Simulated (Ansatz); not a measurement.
The reference is Y in the hcp (Mg type) structure (space group P6_3/mmc, No. 194; relaxed with 0.1 eV smearing).

```
CELL_PARAMETERS angstrom
      3.59431     0.00000     0.00000
     -1.79716     3.11277     0.00000
      0.00000     0.00000     5.60992
ATOMIC_POSITIONS crystal
  Y  0.66667 0.33333 0.75000
  Y  0.33333 0.66667 0.25000
```

Cartesian axes are those of the cell as printed.

Level of theory: Kohn–Sham DFT with the PBEsol functional, run in Ansatz (a program for electronic structure) with PAW and 420 eV plane waves, without spin-orbit coupling.

Base values:

| Item | Result |
|---|---|
| Shortest interatomic distance | 3.489 Å |

Perturbation: uniaxial strain ε_zz = +2.00 %, all other strain components held at zero; the atoms relax in the strained cell.

Q: How does this affect the energy relative to the base?

A: The energy rises by 3.1 meV/atom.

Q: Estimate the effect on the shortest interatomic distance.

A: The shortest interatomic distance increases by 0.045 Å (3.489 Å → 3.534 Å).

Q: What does the calculation give for the stress after the change?

A: The stress (xx, yy, zz, yz, xz, xy; compression positive) is (-0.4, -0.4, -1.6, 0.0, 0.0, 0.0) GPa.

No phonon test of stability was made. All final runs are without spin polarisation.
